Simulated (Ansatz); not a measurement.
# How the bulk modulus B0 of fluorite CoSi₂ moves with the method

No measured value is used here.

```tsv
level (code)	value (GPa)	cell (Å³/atom)
LDA (Ansatz)	203	12.22
PBE (Ansatz)	179	12.83
PBEsol (Ansatz)	___	12.49
r²SCAN (Ansatz)	197	12.51
PBE0 (Ansatz)	205	12.36
```

Problem. Complete the blanks.

Solution. 
- PBEsol (Ansatz, an electronic-structure program), value (GPa): 194

The crystal itself was run without spin with LDA, PBE, PBEsol, r²SCAN, PBE0. PBE0: the run has no spin polarisation, so it can have missed a magnetic state. Each level is taken at its own relaxed cell. Cutoffs and k meshes differ between the levels. Ansatz's density-functional and Hartree–Fock values are scalar-relativistic unless marked +SOC, with PAW data made under PBE.
